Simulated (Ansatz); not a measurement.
Defect: In-vacancy pair (In on one host W site, one W site vacant) in bcc W, neutral cell. These are PBE, PAW (plane waves to 420 eV; Ansatz, a first-principles code) values and carry that method's errors.

36-site cell at the relaxed PBE lattice, a 2×2×3 k-point mesh shifted by half a step, smearing 0.10 eV, spin-restricted, no finite-size correction. Static, classical nuclei. Spin-orbit coupling is left out. Forms of the defect that were not tried may lie lower.

Barriers: single points on a 3×3×5 k-point mesh shifted by half a step at the bands' geometries.

The step: direct exchange of In with the vacancy (In-vacancy distance between ideal sites 2.76 Å throughout); the atom moves 2.10 Å along (0.38, 0.38, 0.38) of the unit cell; the moving atom starts with neighbours 2 W at 2.76, W at 2.77, 3 W at 2.90, 2 W at 3.00, W at 3.03, W at 3.07, 3 W at 3.37 Å and ends with 2 W at 2.76, W at 2.77, 3 W at 2.90, 2 W at 3.00, W at 3.03, W at 3.07, 3 W at 3.37 Å.

Problem. Give the migration barrier of this step at the level PBE, PAW.

Solution. 413 meV, the same both ways. At the saddle the moving atom has neighbours 4 W at 2.73, 2 W at 2.75, 6 W at 3.43 Å. The saddle point's order was not checked, and it lies on a symmetry element of the cell, where a band can be held.
